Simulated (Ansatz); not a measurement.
The reference is ZrS2 in the CdI2 type structure (space group P-3m1, No. 164; a = 3.6351 Å, c = 5.7198 Å; layered, stacked along the Cartesian z axis).

(Cell as relaxed with PBE-D3(BJ).)

Levels (all Ansatz, an electronic-structure program, PAW, earlier PAW set): PBE-D3(BJ) (420 eV, no SOC); r2SCAN+rVV10 (500 eV, no SOC).

Each level relaxes its own structure.

| base | PBE-D3(BJ) | r2SCAN+rVV10 |
|---|---|---|
| volume per atom | 21.82 Å³ | 22.85 Å³ |
| lattice parameter a | 363.5 pm | 367.5 pm |
| band gap | 0.66 eV | 1.16 eV |

Now apply this change: the cell is scaled by 1.0597 in all directions, atoms relaxed at fixed cell.

```json
[
 {"quantity": "pressure (mean of the normal stresses, compression positive)", "PBE-D3(BJ)": "-5.44 GPa", "r2SCAN+rVV10": "-5.55 GPa"},
 {"quantity": "valley order (the lowest conduction-band minima on the path, energy above the VBM, named in the base's zone)", "PBE-D3(BJ)": "L (1/2, 0, 1/2) 1.26 eV; A (0, 0, 1/2) 1.37 eV; K (1/3, 1/3, 0) 1.74 eV", "r2SCAN+rVV10": "L (1/2, 0, 1/2) 1.66 eV; A (0, 0, 1/2) 1.68 eV; K (1/3, 1/3, 0) 2.02 eV"},
 {"quantity": "energy relative to the base (free energy F)", "PBE-D3(BJ)": "+82 meV/atom", "r2SCAN+rVV10": "+87 meV/atom"},
 {"quantity": "shift of the gap caused by the change", "PBE-D3(BJ)": "+0.60 eV", "r2SCAN+rVV10": "+0.49 eV"}
]
```

PBE-D3(BJ)'s pressure lies 0.11 GPa above r2SCAN+rVV10's; both order the valleys alike; PBE-D3(BJ)'s energy relative to the base lies 5.2 meV/atom below r2SCAN+rVV10's; PBE-D3(BJ)'s shift of the gap caused by the change lies 0.11 eV above r2SCAN+rVV10's. Neither level is exact; r2SCAN+rVV10 is the comparison here, not a measurement.

The cells carry an imposed strain or load. Semilocal Kohn–Sham gaps tend to fall short of experiment. Whether these cells are dynamically stable was not tested.
